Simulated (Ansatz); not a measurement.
Structures of equal composition on the (111)A surface of zinc-blende GaAs (Ga plane on top): 2x2 Al adatom at H3; 2x2 Al adatom at T4. The slabs share one bottom face, and each structure is named by its start. These are constructed structures in small cells; real faces may alloy, dewet or reconstruct in larger ones, and not all known structures of the face are among them. Slabs of about 14 Å with all that they carry, Fermi-Dirac smearing of 0.025 eV. Bottom of the slabs: H caps. Relaxed from the named starts with such symmetry as they have, on meshes of like density; energies extrapolated to zero smearing; no spin-orbit coupling, no U. Spin-polarised runs, if any, are marked in brackets, and their order is one that fits the cell; the others ran without spin. Where a second, spin-polarised start was run, the lower counts.

Host crystal: zinc-blende GaAs, with a band gap (PBE, scalar-relativistic without spin-orbit coupling).

Method: PBE (plane waves to 420 eV, PAW; Ansatz, a first-principles code).

Q: Order them by energy per 1x1 cell (lowest first) at the level PBE.

A: 2x2 Al adatom at T4 (0.000 eV, a narrow gap of 0.11 eV by band count), 2x2 Al adatom at H3 (0.025 eV, gap 0.26 eV on the mesh)
